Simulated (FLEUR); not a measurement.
FLEUR run on TiGa5Co (P4/mmm, 7 atoms in the cell): self-consistent single point.

Level of theory: PBEsol, all-electron FLAPW (FLEUR), scalar-relativistic valence in FLEUR.

```
CELL_PARAMETERS angstrom
      4.02856     0.00000     0.00000
      0.00000     4.02856     0.00000
      0.00000     0.00000     6.44181
ATOMIC_POSITIONS crystal
  Ti 0.00000 0.00000 0.00000
  Ga 0.00000 0.50000 0.29802
  Ga 0.00000 0.50000 0.70198
  Ga 0.50000 0.00000 0.29802
  Ga 0.50000 0.00000 0.70198
  Ga 0.50000 0.50000 0.00000
  Co 0.00000 0.00000 0.50000
```

Reference input (self-consistent single point, DFT, LDA (Vosko-Wilk-Nusair), all-electron FLAPW (FLEUR), scalar-relativistic valence): Kmax = 3.8 1/bohr; GmaxXC = 13.3 1/bohr; xcFunctional = vwn; jspins = 1; l_soc = F; mode = gauss; fermiSmearingEnergy = 0.00367493 Htr; mesh (inpgen div1-3) = 5 5 3; inpgen gamma flag = false; Gmax = 13.3 1/bohr; numbands = 0; maxIterBroyd = 25. This run's input differs from it in these lines:

```diff
@@ -19,3 +19,3 @@
 &comp jspins=1 /
-&exco xctyp='vwn' /
+&exco xctyp='PBEs' /
 &kpt div1=5 div2=5 div3=3 /
@@ -32,3 +32,3 @@
       <coreElectrons ctail="T" frcor="F" kcrel="0" coretail_lmax="0"/>
-      <xcFunctional name="vwn" relativisticCorrections="F"/>
+      <xcFunctional name="PBEs" relativisticCorrections="F"/>
       <magnetism jspins="1"/>
```

Log, with long lists cut:

```
 Iteration:     1   Distance:      23.65821963 me/bohr^3
 Iteration:     2   Distance:      13.24526290 me/bohr^3
 Iteration:     3   Distance:      10.28508622 me/bohr^3
 Iteration:     4   Distance:      15.18907818 me/bohr^3
 Iteration:     5   Distance:       5.90114527 me/bohr^3
   [... 16 lines left out ...]
 Iteration:    22   Distance:       0.00025374 me/bohr^3
 Iteration:    23   Distance:       0.00001086 me/bohr^3
 Iteration:    24   Distance:       0.00002773 me/bohr^3
 Iteration:    25   Distance:       0.00000507 me/bohr^3
 Reset of history
 Run finished successfully
 Stop message:
   Structural relaxation: new displacements generated

[file out, last iteration]
             iter=     26
[...]
          total density-effective poten   -1.9032898854E+04
          total charge density-energy d   -4.7085200658E+02
 Updated energy parameters for spin:           1
[...]
 fermi energy and band-weighting factors:
   [... 6 lines left out ...]

[...]
FERMIE:
          first approx. to ef    (T=0)  :   0.348440 htr   (energy of the highest occ. eigenvalue)
          number of occ. states  (T=0)  :        552
          first approx. to seigv (T=0)  : -24.600709 htr
          sum of weights of occ. states :  46.000000
          sum of semicore charge        :   0.000000 e
          fermi energy=   0.34742 har   work function=  -9.45390 ev
   [... lines left out ...]
          total moment                 =     0.00000
 Direct bandgap for spin            1 :    1.3048784449375961E-003  Htr
 ---->    free energy=                    -11958.4907366358 htr
   [... lines left out ...]
 TOTAL FORCE FOR ATOM TYPE=  2  X=  0.000   Y=  3.806   Z=  3.628
                       FX_TOT= 0.000000 FY_TOT= 0.000000 FZ_TOT=-0.004017
 TOTAL FORCE FOR ATOM TYPE=  3  X=  3.806   Y=  3.806   Z=  0.000
                       FX_TOT= 0.000000 FY_TOT= 0.000000 FZ_TOT= 0.000000
 TOTAL FORCE FOR ATOM TYPE=  4  X=  0.000   Y=  0.000   Z=  6.087
                       FX_TOT= 0.000000 FY_TOT= 0.000000 FZ_TOT= 0.000000
```

The run converged in 25 iterations. FLEUR gives forces in its relaxation mode, with a further iteration, so its stop message speaks of a relaxation. 

The starting cell comes from a database of computed structures (which also holds hypothetical and non-ambient phases and stackings), without a prior relaxation at this level. Spin polarisation is off. Values depend on the basis (sphere radii, cutoffs, local orbitals), which need not be converged. The log's line on a gap gives a spacing of levels on this mesh, which the program prints for metals too.

These are the values that this program gave, and no reference: the default basis lacks the next d shell.

Cost on one core of a shared machine: roughly 2 min.
